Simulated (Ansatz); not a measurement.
**TiAl under a change: strain tensor (xx, yy, zz, yz, xz, xy) = (+0.67, −1.45, −1.85, −0.13, −1.09, −1.90) %**

The parent structure is TiAl (space group P4/mmm, No. 123; a = 2.813 Å, c = 4.062 Å; relaxed with 0.1 eV smearing). Axes: x, y, z lie along a, b, c of the conventional cell.

Now apply this change: the symmetric strain tensor [0.0067 -0.0190 -0.0109; -0.0190 -0.0145 -0.0012; -0.0109 -0.0012 -0.0185], atoms relaxed at fixed cell.

All numbers come from Kohn–Sham DFT with the r2SCAN functional, run in Ansatz (a first-principles code) with PAW and 500 eV plane waves, no spin-orbit coupling, earlier PAW set. Γ-centred 20×20×14 mesh, Fermi–Dirac width 0.1 eV.

* **Volume per atom**: 15.64 Å³ (base 16.07 Å³)
* **Space group**: P-1 (No. 2) (base P4/mmm (No. 123))
* **Energy relative to the base (free energy F)**: +14 meV/atom
* **Pressure (mean of the normal stresses, compression positive)**: 3.5 GPa (base 0.0 GPa)
* **Band gap**: zero (base zero)
* **Stress (xx, yy, zz, yz, xz, xy; compression positive)**: (1.3, 4.7, 4.6, 0.6, 3.0, 2.0) GPa

Final structure:

```
TiAl
1.0
    2.83152    -0.05344    -0.03052
   -0.05344     2.77189    -0.00352
   -0.04407    -0.00508     3.98679
Al Ti
1 1
Direct
  0.50000   0.50000   0.50000
  0.00000   0.00000   0.00000
```

Whether these cells are dynamically stable was not tested. The final runs are not spin-polarised.
